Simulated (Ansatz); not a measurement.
A working Ansatz (a quantum-chemistry and plane-wave program) input for Gd3InN (Pm-3m, 5 atoms in the cell) (DFT, PBEsol, plane waves, default PAW files made with PBE):

Ansatz 0.2 input:
```yaml
# Gd3InN
crystal:
  lattice:
    - [4.862700, 0.000000, 0.000000]
    - [0.000000, 4.862700, 0.000000]
    - [0.000000, 0.000000, 4.862700]
  atoms:
    - { symbol: Gd, position_ang: [2.431350, 2.431350, 0.000000], spin: 7.0 }
    - { symbol: Gd, position_ang: [0.000000, 2.431350, 2.431350], spin: 7.0 }
    - { symbol: Gd, position_ang: [2.431350, 0.000000, 2.431350], spin: 7.0 }
    - { symbol: N, position_ang: [2.431350, 2.431350, 2.431350] }
    - { symbol: In, position_ang: [0.000000, 0.000000, 0.000000] }
kpoints:
  mp_grid:
    grid: [5, 5, 5]
hamiltonian:
  xc: pbesol
  pseudopotentials:
    kind: paw
magnetization:
  spin_polarized: true
scf:
  occupations:
    method: cold
    width: 0.2 eV
output:
  forces: true
  eigenvalues: true
  stress: true
```

The run converged in 14 iterations: free energy E − TS (on the zero of these files) -33592.9955 eV; Fermi level (on the code's own zero) 13.55 eV; pressure -2.51 GPa; size of the cell's spin moment 21.37 μB. Each of these slips is then made, one at a time:

(1)
```diff
-    - { symbol: Gd, position_ang: [2.431350, 2.431350, 0.000000], spin: 7.0 }
-    - { symbol: Gd, position_ang: [0.000000, 2.431350, 2.431350], spin: 7.0 }
-    - { symbol: Gd, position_ang: [2.431350, 0.000000, 2.431350], spin: 7.0 }
+    - { symbol: Gd, position_ang: [2.431350, 2.431350, 0.000000] }
+    - { symbol: Gd, position_ang: [0.000000, 2.431350, 2.431350] }
+    - { symbol: Gd, position_ang: [2.431350, 0.000000, 2.431350] }
```

(2)
```diff
-    - { symbol: Gd, position_ang: [2.431350, 2.431350, 0.000000], spin: 7.0 }
+    - { symbol: Gd, pos_ang: [2.431350, 2.431350, 0.000000], spin: 7.0 }
```

Problem. Predict the outcome of each change.

Solution. 
(1) A spin-polarised run without starting moments. The run converged in 12 iterations, and against the sound input the free energy is nearly the same (within 1 meV/atom), the pressure stays at -2.51 GPa and the size of the net moment stays at 4.27 μB/atom.

(2) A keyword that the program does not know. The program stopped before any SCF iteration.
```
Error: YAML parse error: error: line 8 column 21: unknown field `pos_ang`, expected one of symbol, position, position_ang, spin, spin_axis, wyckoff
  --> <input>:8:21
   |
 6 |     - [0.000000, 0.000000, 4.862700]
 7 |   atoms:
 8 |     - { symbol: Gd, pos_ang: [2.431350, 2.431350, 0.000000], spin: 7.0 }
   |                     ^ unknown field `po [...]
```

The starting cell comes from a database of published, mostly measured structures (it also holds non-ambient and calculated ones), without a prior relaxation at this level. The magnetic order is the one reached from the typed start; others were not searched systematically. With U or open f shells several self-consistent states can exist. The f electrons are in the valence without U or exact exchange, which can misplace them near the Fermi level. Spin-orbit terms, which matter for f shells, are left out. Ansatz's pressure includes its estimate of the finite-basis (Pulay) stress.

Left out of this page: 4 runs of the series with a known weakness of the program.
